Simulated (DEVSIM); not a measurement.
Structure: TaN/SiO2/n-InP capacitor, at 400 K.

| layer (left to right) | material | thickness (nm) | Nd (cm⁻³) |
|---|---|---|---|
| 1 | SiO2 | 8.10 | - |
| 2 | InP | 1100 | 3.5e17 |

Metal gate on the left, work function 4.4 eV. Fixed charge at the semiconductor interface -5.8e10 cm⁻² (in units of +e); no interface traps.

The device is made up for the run: typed textbook-type constants, with dimensions and the other settings drawn at random. Values at 300 K; Nc and Nv go as T^1.5, mobilities as T to minus their exponent, the gap by Varshni's rule with the affinity fixed.

```
parameter         SiO2       InP
----------------  ----  --------
gap (eV)             9     1.344
affinity (eV)      0.9      4.38
permittivity       3.9      12.5
Nc (cm⁻³)            -    5.7e17
Nv (cm⁻³)            -    1.1e19
Varshni α (eV/K)     -  0.000363
Varshni β (K)        -       162
```

Simulated with DEVSIM: 1D Poisson equation in equilibrium, Boltzmann statistics, complete ionisation; no quantum confinement or tunnelling. Metal contacts follow the ideal Schottky-Mott rule: no Fermi-level pinning, no interface dipoles.

The substrate doping was swept, all else fixed.

```tsv
substrate doping (cm^-3)	minimum of the low-frequency capacitance (μF/cm²)
1.8e16	0.0427
3.5e16	0.0554
7e16	0.0735
1.8e17	0.103
3.5e17	0.128
```

From the first row to the last the minimum of the low-frequency capacitance goes from 0.0427 to 0.128.
